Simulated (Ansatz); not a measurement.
For Nb2SnC (P6_3/mmc), Ansatz (a quantum-chemistry and plane-wave program) with PBEsol, DFPT electron-phonon coupling, linearised Boltzmann equation gives a transport coupling λ_tr = 0.426 and a Drude plasma energy ħω_p = 5.99 eV along y (a = (3.23, 0.00, 0.00) Å; b = (-1.62, 2.80, 0.00) Å; c = (0.00, 0.00, 13.75) Å).

Problem. Estimate the resistivity at 300 K from the high-temperature formula ρ = 2π λ_tr k_B T / (ħ ε₀ ω_p²), and say how the full Boltzmann solution compares.

Solution. The scattering rate is 1/τ = 2π λ_tr k_B T/ħ = 1.05e14 s⁻¹ and ω_p = 9.10e15 s⁻¹, so ρ ≈ 14.3 μΩ·cm. The Boltzmann solution gives 12.4 μΩ·cm, 0.87 times the estimate; it lies lower because k_BT is not large against the phonon energies and the solution lets the distribution adjust.

A metal at this level (no band gap). Only scattering by harmonic phonons is included (no impurities, grain boundaries, electron-electron scattering or thermal expansion). Spin-orbit coupling is left out. Halving the electron mesh (32x32x8) moves the resistivity by up to 8 % at 300 K, the coupling by up to 2 %. Smearing 0.20 eV; phonons on a 5x5x1 q mesh, which this run doesn't test.

Computed structure with no diffraction record at hand here (it may be known, metastable or hypothetical): Nb2SnC (P6_3/mmc).
